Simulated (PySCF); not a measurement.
PySCF 2.14.0, PBE0/def2-svp, df: Sn(F)(SMe)3 (C[S][Sn]([F])([S]C)[S]C), 17 atoms. The geometry is a generated start, not checked to be a minimum at this level.

```yaml
task: energy
method: pbe0
basis: def2-svp
two_electron_scheme: density fitting
mol.max_memory: 3000 MB
mf.max_cycle: 100
mf.conv_tol: 1e-09 (default)
mf.grids.level: 3 (default)
effective_core_potentials: those of the basis set, past Kr
basis_functions: 181
grid_points: 223488
```

```xyz
17

C     -0.3071    -2.9396     0.1444
S     -0.1112    -1.6481    -1.1282
Sn     0.0202     0.4169     0.2393
F      0.2520     1.8088    -1.2249
S     -2.1290     1.0835     1.2688
C     -3.0584     1.5821    -0.2094
S      2.1446     0.6161     1.4880
C      3.3108     0.8744     0.1196
H     -1.3450    -2.9944     0.4621
H     -0.0134    -3.8679    -0.3392
H      0.3504    -2.7493     0.9910
H     -3.0360     0.7945    -0.9535
H     -2.6470     2.5011    -0.6100
H     -4.0757     1.7383     0.1270
H      4.2655     1.0833     0.5899
H      3.3828    -0.0229    -0.4871
H      2.9965     1.7234    -0.4779
```

With the defaults (mf.DIIS = CDIIS, mf.diis = true, mf.diis_space = 8, mf.init_guess = minao, mf.level_shift = 0, mf.damp = 0, mf.diis_start_cycle = 1, newton = off) it converges in 17 Fock builds. One run each on 2 threads, 1 BLAS thread, with these changes:
- mf.damp = 0.7, mf.diis_start_cycle = 8
- mf.DIIS = EDIIS
- newton = Hessian by the SCF's own integrals
- mf.diis = false
- mf.init_guess = mod_huckel
- mf.level_shift = 0.1 Hartree
- mf.DIIS = ADIIS
- mf.diis_space = 3
- mf.damp = 0.3, mf.diis_start_cycle = 4

Problem. Which runs fail or end elsewhere than the default run?

Solution. No convergence: mf.DIIS = EDIIS; mf.diis = false (the run ends without SCF convergence in 100 cycles). The rest reach the solution of the defaults.

```csv
setting,Fock builds,end
mf.init_guess = mod_huckel,15,same solution
the defaults,17,same solution
mf.level_shift = 0.1 Hartree,17,same solution
"mf.damp = 0.7, mf.diis_start_cycle = 8",17,same solution
mf.DIIS = ADIIS,19,same solution
"mf.damp = 0.3, mf.diis_start_cycle = 4",24,same solution
mf.diis_space = 3,26,same solution
newton = Hessian by the SCF's own integrals,52,same solution
mf.DIIS = EDIIS,101,no convergence
mf.diis = false,101,no convergence
```

Under newton the count holds the products with the orbital Hessian.
